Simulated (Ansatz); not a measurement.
Consider BeTe in the zinc blende structure (space group F-43m, No. 216; a = 5.604 Å).

The values are results of Kohn–Sham DFT with the PBEsol functional, run in Ansatz (a quantum-chemistry and plane-wave program) with PAW and 420 eV plane waves, no spin-orbit coupling, not measurements.

Base values:

```
Item                              Value
-------------------  ------------------
Lattice parameter a             5.604 Å
Magnetic state       not spin-polarised
```

One thing is altered: full substitution Te → Co; the structure is relaxed again.

Question: Predict the new lattice parameter a and magnetic state.

Answer: The lattice parameter a falls by 0.970 Å (5.604 Å → 4.634 Å); the magnetic state goes from not spin-polarised to ferromagnetic.

Other magnetic orders, which the real material may have, were not ruled out. No phonon test of stability was made. As relaxed here, BeCo is a hypothetical phase, not in the database extracts checked.
